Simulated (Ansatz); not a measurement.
Base system: MgTe in the zinc blende structure (space group F-43m, No. 216).

```
MgTe
1.0
    0.00000     3.21965     3.21965
    3.21965     0.00000     3.21965
    3.21965     3.21965     0.00000
Mg Te
1 1
Cartesian
  0.00000   0.00000   0.00000
  1.60982   1.60982   1.60982
```

Computed with PBEsol (Ansatz, a program for electronic structure; PAW; 420 eV plane waves; no spin-orbit coupling).

Base values:

```
Quantity                            Value
-------------  --------------------------
Gap character                 direct at Γ
Hole mass      0.19, 0.88, 0.88 mₑ (at Γ)
```

Perturbation: a hydrostatic pressure of 30 GPa.

Problem. Predict the new gap character and hole mass.

Solution. The gap character changes from direct at Γ to indirect, Γ → X; the hole mass (degenerate bands, along [100]) changes from 0.19, 0.88, 0.88 mₑ (at Γ) to 0.23, 0.62, 0.62 mₑ (at Γ).

Spin-orbit coupling, missing from the scalar runs, can matter with Te. Load acts through the strain it causes; cell and atoms are relaxed under it. Effective masses come from finite differences of ±0.01 Å⁻¹. Whether these cells are dynamically stable was not tested. Tetrahedral semiconductors of this kind turn to denser phases somewhere between about 1 and 50 GPa; those were not computed, so compressed cells here can lie past the real transition.
